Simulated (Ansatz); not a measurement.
Consider Ge in the diamond structure (space group Fd-3m, No. 227; a = 5.674 Å). Axes: x, y, z lie along the cube axes.

Calculations: DFT with r2SCAN, PAW potentials and a 500 eV plane-wave cutoff in Ansatz (an electronic-structure program), without spin-orbit coupling.

For the base:

The gap character is direct at Γ.

The change: biaxial strain −1.50 %, plane normal [001], relaxed out of plane (Cartesian); in-plane vectors clamped, the third vector and the atoms free.

Problem. What does the calculation give for the gap character and ratio −ε⊥/ε∥ after the change?

Solution. The gap character becomes indirect, Γ → N (base: direct at Γ); the ratio −ε⊥/ε∥ is 0.70.

Stability against distortions was not tested. The real Ge has an indirect gap at ambient pressure; r2SCAN orders its close-lying valleys differently. k-point labels follow each cell's own Brillouin zone.
